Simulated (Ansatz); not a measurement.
The parent structure is TiO$_{2}$ in the rutile structure (space group P4_2/mnm, No. 136; a = 4.6434 Å, c = 2.9638 Å).

All numbers come from PBE (Ansatz, an electronic-structure program), no SOC.

For the base:

Lattice parameter a: 4.643 Å
Band gap: 1.86 eV
Electron mass: 0.58 mₑ along c, 1.2 mₑ across (at Γ)

The change: a hydrostatic pressure of 15 GPa.

### Question
How does this affect the lattice parameter a, band gap and electron mass?

### Answer
The lattice parameter a falls by 0.116 Å (4.643 Å → 4.527 Å); the band gap grows by 0.06 eV (1.86 eV → 1.92 eV); the electron mass goes from 0.58 mₑ along c, 1.2 mₑ across (at Γ) to 0.54 mₑ along c, 1.1 mₑ across (at Γ).

Load acts through the strain it causes; cell and atoms are relaxed under it. Masses are band curvatures over ±0.01 Å⁻¹ around the edge. Whether these cells are dynamically stable was not tested. Competing high-pressure phases were not computed. All final runs are without spin polarisation.
